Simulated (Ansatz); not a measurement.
Base system: GaN in the wurtzite structure (space group P6_3mc, No. 186; a = 3.183 Å, c = 5.185 Å).

Computed with PBEsol/PAW in Ansatz (an electronic-structure program), no spin-orbit coupling.

Base values:

The gap character comes out as direct at Γ and the pressure is 0.00 GPa. The band gap is 1.88 eV.

Perturbation: the cell is scaled by 1.0120 in all directions, atoms relaxed at fixed cell.

How does this affect the gap character, pressure, energy relative to the base and band gap?

The gap character stays direct at Γ; the pressure (mean of the normal stresses, compression positive) goes from zero to -6.23 GPa; the energy rises by 8.3 meV/atom; the band gap falls by 0.24 eV (1.88 eV → 1.64 eV).

The cells carry an imposed strain or load. Stability against distortions was not tested.
